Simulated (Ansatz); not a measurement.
System: L1₂ (Cu3Au-type) Ni3Al. Method: PBE0 (Ansatz, an electronic-structure program, plane waves, PAW).

Run with plane-wave cutoff 460 eV, 8×8×8 k mesh, Fermi–Dirac smearing 0.05 eV, spin-polarised with parallel moments, scalar-relativistic PAW data made under PBE.

Energies at three volumes about the minimum:

| V (Å³/atom) | E − E_lowest (meV/atom) |
|---|---|
| 10.793 | 3.70 |
| 10.950 | 0.00 |
| 11.347 | 2.27 |

### Question
Fit a parabola by hand: where is the minimum, and what is the bulk modulus?

### Answer
Slopes: (0.00 − 3.70)/(10.950 − 10.793) = -23.567 and (2.27 − 0.00)/(11.347 − 10.950) = 5.718 meV/Å³. Curvature E″ = 2 × (5.718 − (-23.567))/(11.347 − 10.793) = 105.722 meV/Å⁶. From the middle of the first interval, the slope vanishes at V0 = 10.8715 − (-23.567)/105.722 = 11.094 Å³/atom. B = V0 E″ = 11.094 × 105.722 meV/Å³ × 0.1602 GPa per meV/Å³ = 188 GPa. The full Birch–Murnaghan fit to all volumes gives V0 = 11.088 Å³/atom and B0 = 183 GPa.

Measured, for comparison: bulk modulus 174 GPa (temperature not stated, not corrected to a static lattice; as tabulated in Zarkevich et al. (2023), arXiv:2304.06869); equilibrium volume per atom 11.39 Å³/atom (temperature not stated, not corrected to a static lattice; as tabulated in Tensorial elastic properties and stability of interface states associated with …). Computed less measured: bulk modulus +5 %, equilibrium volume per atom -2.6 %. A static lattice is as a rule a little smaller and stiffer than an uncorrected measurement, which can account for part of this in the bulk modulus.
